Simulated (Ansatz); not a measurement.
Base system: GaN in the zinc blende structure (space group F-43m, No. 216; a = 4.455 Å). Axes: x, y, z lie along the cube axes.

All numbers come from LDA/PAW in Ansatz (a quantum-chemistry and plane-wave program), no spin-orbit coupling.

Strains are applied to the cell and any free atomic positions relax.

One change was made to it. Results:

| quantity | base | after |
|---|---|---|
| valence-band top at Γ (three highest levels, from the VBM) | 0.00, 0.00, 0.00 eV | 0.00, 0.00, -0.15 eV |
| band gap | 1.96 eV | 1.71 eV |

Question: Which of these changes matches the shifts?
(A) uniaxial strain ε_zz = −1.00 %
(B) uniaxial strain ε_zz = −3.00 %
(C) uniaxial strain ε_zz = −2.00 %
(D) uniaxial strain ε_zz = +3.00 %
(E) uniaxial strain ε_zz = +1.50 %

Answer: D, uniaxial strain ε_zz = +3.00 %. For comparison, the band gap in the other runs: uniaxial strain ε_zz = −2.00 % gives 2.02 eV; uniaxial strain ε_zz = +1.50 % gives 1.83 eV; uniaxial strain ε_zz = −1.00 % gives 1.99 eV; uniaxial strain ε_zz = −3.00 % gives 2.06 eV.

Semilocal Kohn–Sham gaps tend to fall short of experiment. Whether these cells are dynamically stable was not tested. This is not the structure that GaN has at room temperature and ambient pressure.
